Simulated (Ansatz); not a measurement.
The reference is TaO₂ in the rutile structure (space group P4_2/mnm, No. 136; a = 4.950 Å, c = 2.852 Å; a cell from a computed database, its experimental status unchecked). Axes: x, y, z lie along a, b, c of the conventional cell.

Level of theory: PBEsol in Ansatz (plane waves to 420 eV, PAW, without spin-orbit coupling).

Strains are applied to the cell and any free atomic positions relax; under biaxial strain the out-of-plane vector relaxes too; under stress the whole cell relaxes.

One change was made to it. Results:

| quantity | base | after |
|---|---|---|
| volume per atom | 11.65 Å³ | 12.28 Å³ |
| band gap | zero | zero |

Problem. What was done to the base?
A. biaxial strain +1.19 %, plane normal [001], relaxed out of plane
B. uniaxial stress, 1 GPa tension along z
C. strain tensor (xx, yy, zz, yz, xz, xy) = (−0.35, +1.65, +0.69, +1.40, −0.54, −0.71) %
D. biaxial strain +4.06 %, plane normal [001], relaxed out of plane

Solution. D, biaxial strain +4.06 %, plane normal [001], relaxed out of plane. For comparison, the volume per atom in the other runs: uniaxial stress, 1 GPa tension along z gives 11.66 Å³; strain tensor (xx, yy, zz, yz, xz, xy) = (−0.35, +1.65, +0.69, +1.40, −0.54, −0.71) % gives 11.88 Å³; biaxial strain +1.19 %, plane normal [001], relaxed out of plane gives 11.81 Å³.

Without a gap, meshes like the base's 10×10×16 leave anisotropic stresses uncertain by several tenths of a GPa, and small strain energies with them. Beyond what the load breaks, stability against distortions was not tested. No Hubbard U is applied, and correlation can decide whether such a compound is a metal. The final runs are not spin-polarised.

Ansatz is a first-principles code.
